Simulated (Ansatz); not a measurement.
Start from SiS2 (space group Ibam, No. 72; a = 6.019 Å, b = 9.396 Å, c = 5.545 Å; made of chains).

Levels (all Ansatz, a quantum-chemistry and plane-wave program, PAW): PBEsol (420 eV, without spin-orbit coupling); r2SCAN (500 eV, no SOC); HSE06 (420 eV, spin-orbit coupling left out).

At the geometry relaxed with PBEsol, these levels gave the following band gaps, in shuffled order: (a) 3.28 eV, (b) 4.01 eV, (c) 2.80 eV.

### Question
Match each gap to its level.

### Answer
(a) r2SCAN; (b) HSE06; (c) PBEsol.

Single points use the geometry relaxed with PBEsol. The hybrid gap comes from the SCF mesh plus the semilocal run's edge points and a few special points and is an upper bound. Whether these cells are dynamically stable was not tested. No dispersion term is included in the PBEsol runs.
